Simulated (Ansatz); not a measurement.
## beta Si3N4: the defect Si vacancy + N vacancy (V_Si+V_N)

Computed with PBE, PAW (plane waves to 420 eV; Ansatz, a first-principles code). Cell: 84 sites, 1×1×3; final energies on a 2×2×2 shifted mesh. Sites at the start: the Si(1,4-fold) site; N(1,3-fold) 1.74 Å away. Finite-size correction: monopole term and site-potential alignment. Dielectric constants: PBE linear response of the host. Host gap at this level: 4.25 eV. Finite-size and sampling errors can reach tenths of an eV here. Levels are measured in PBE's own, too narrow, gap. Spin–orbit coupling is left out. Each state is the lowest found from its start.

Formation energies E_f are given with the Fermi level at the valence-band maximum. Chemical conditions: N-rich (Δμ(N) = 0.00 eV, Δμ(Si) = -2.47 eV; only phases computed here count, gases as isolated molecules at 0 K); Si-rich (Δμ(N) = -1.86 eV, Δμ(Si) = 0.00 eV; only phases computed here count, gases as isolated molecules at 0 K). Reference phases: N: N2 molecule in a box, Si: silicon.

| charge | moment (μB) | largest move off a lattice site (Å) | image correction with alignment (eV) | E_f, N-rich (eV) | E_f, Si-rich (eV) | above the lowest spin state (eV) |
|---|---|---|---|---|---|---|
| +1 | 2.0 | 0.62 | -0.19 | 8.19 | 8.81 | 0.00 |
| +1 | not spin-polarised | 0.60 | -0.21 | 8.37 | 8.99 | 0.18 |
| 0† | 3.0 | 0.22 | 0.00 | 9.28 | 9.90 | 0.00 |
| 0† | 3.0 | 0.22 | 0.00 | 9.28 | 9.90 | 0.00 |
| −1 | 2.0 | 0.22 | 0.62 | 9.49 | 10.10 | 0.00 |
| −1 | not spin-polarised | 0.24 | 0.62 | 9.60 | 10.22 | 0.12 |

† Not settled in this cell, so no level is given: charge 0: carriers not clearly localised.

Starting moments that weren't kept: charge 0 began with 1 μB and ended with 3.0.

Flagged in the runs: a host whose relaxation on this sampling wasn't shown to rest.

All states together cost very roughly 2.8 core-hours.
